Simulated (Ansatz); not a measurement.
Start from LuCuSe₂ (space group R-3m, No. 166; a hypothetical phase, not in the database extracts checked).

```xyz
4
Lattice="1.9834 1.1451 6.1298 -1.9834 1.1451 6.1298 0.0000 -2.2902 6.1298" Properties=species:S:1:pos:R:3 pbc="T T T"
Lu     0.0000     0.0000     0.0000
Cu     0.0000     0.0000     9.1947
Se     0.0000     0.0000     4.5145
Se     0.0000     0.0000    13.8748
```

Cartesian axes are those of the cell as printed.

Method: r2SCAN (Ansatz, an electronic-structure program), scalar-relativistic without spin-orbit coupling.

Base values:

| Property | Result |
|---|---|
| Band gap | 1.28 eV |

The change: tensile biaxial strain of 1.74 % in the plane normal to [001], as in epitaxy on a mismatched substrate; the out-of-plane cell vector and the atoms relax.

Problem. What happens to the band gap and energy relative to the base?

Solution. The band gap goes up by 0.17 eV to 1.45 eV; the energy goes up by 5.3 meV/atom.

Stability against distortions was not tested. The final runs are not spin-polarised.
